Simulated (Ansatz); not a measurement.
The (10-10) face of hcp Re can be cut between different planes. Symmetric, stoichiometric slabs relaxed in the 1x1 cell (12.4 Å²): top plane Re, 0.80 Å over the next in the ideal cut; top plane Re, 1.60 Å over the next in the ideal cut.

Method: PBE (plane waves to 420 eV, PAW; Ansatz, a first-principles code).

Problem. Put the candidates in order of surface energy, lowest first, for PBE.

Solution. the cut with an outer spacing of 0.80 Å (2.90 J/m²), the cut with an outer spacing of 1.60 Å (3.96 J/m²)
